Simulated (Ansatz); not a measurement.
The starting structures come from a database of crystals and need not be the phases stable at ambient conditions.

 Where the default PAW files enter, the runs use the earlier of Ansatz's two default sets.

By PBEsol, the system below comes out a metal.

A figure of merit of an interconnect metal is its ballistic conductance per area.

Input:

```
CELL_PARAMETERS angstrom
      3.96995     0.00000     0.00000
     -1.98498     5.58531     0.00000
      1.98498     0.00000     5.58531
ATOMIC_POSITIONS crystal
  Sb 0.84874 0.19748 0.50000
  Sb 0.15126 0.80252 0.50000
  Sb 0.34874 0.50000 0.80252
  Sb 0.65126 0.50000 0.19748
```

Space group of this cell: I4/mcm. The cell is strained (all lengths scaled by 0.98); by PBEsol its mean pressure is 2.7 GPa.

The current flows along the normal of the first two printed cell vectors, the (110) plane of the conventional cell. No spin-orbit coupling; the value is a mean over 0.1 eV about the Fermi level.

Predict the ballistic conductance per area from PBEsol (Ansatz, a program for electronic structure).

0.47 × 10¹⁵ S/m² for both spins.
